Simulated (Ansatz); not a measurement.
The starting structures come from a database of crystals and need not be the phases stable at ambient conditions.

Inside the gap of an insulator the Bloch states are evanescent, with a wavenumber k + iκ along the transport direction.

Data:

```xyz
14
Lattice="4.8188 0.0000 0.0000 2.4094 6.1461 0.0000 0.0000 1.2976 5.3451" Properties=species:S:1:pos:R:3 pbc="T T T"
V      1.1578     2.7329     4.0230
V      6.0704     4.7107     1.3220
V      3.5671     5.3595     3.9946
V      3.6610     2.0842     1.3505
O      2.6993     2.0232     2.7663
O      4.5288     5.4205     2.5787
O      5.1087     6.0693     5.2512
O      2.1194     1.3744     0.0938
O      2.7476     3.8161     0.7033
O      4.4806     3.6276     4.6418
O      5.1569     2.9788     1.9692
O      2.0712     4.4649     3.3758
O      0.5530     0.9732     4.0088
O      4.2657     0.3244     1.3363
```

Space group of this cell: C2/c. The cell is strained (all lengths scaled by 1.02); by r2SCAN its mean pressure is -22.8 GPa.

Transport runs along the normal of the first two printed cell vectors.

No gap correction and no spin-orbit coupling; mid-gap values are interpolated between computed energies.

### Question
State the band gap and the smallest decay constant κ at mid-gap according to r2SCAN in Ansatz (an electronic-structure program).

### Answer
Gap 1.29 eV on a 8×8×6 mesh; κ = 0.362 1/Å, at (-0.250, 0.333) of the in-plane reciprocal vectors. At the zone centre, at the nearest computed energy, the slowest state has κ = 0.41 1/Å.
